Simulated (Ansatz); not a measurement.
Take BeTe in the zinc blende structure (space group F-43m, No. 216; a = 5.657 Å) as the base. Axes: x, y, z lie along the cube axes.

Computed with r2SCAN/PAW in Ansatz (a program for electronic structure), scalar-relativistic without spin-orbit coupling.

Base values:

```
Quantity    Value
--------  -------
Band gap  2.37 eV
```

One thing is altered: biaxial strain −1.25 %, plane normal [111], relaxed out of plane (Cartesian); in-plane vectors clamped, the third vector and the atoms free.

Q: Estimate the effect on the out-of-plane strain.

A: The out-of-plane strain comes out as +0.49 %.

Q: What does the calculation give for the in-plane stress after the change?

A: The mean in-plane stress (compression positive) comes out as +1.9 GPa.

Q: Estimate the effect on the band gap.

A: The band gap shrinks by 0.110 eV, from 2.37 eV to 2.27 eV.

Spin-orbit coupling, missing from the scalar runs, can matter with Te. No phonon test of stability was made.
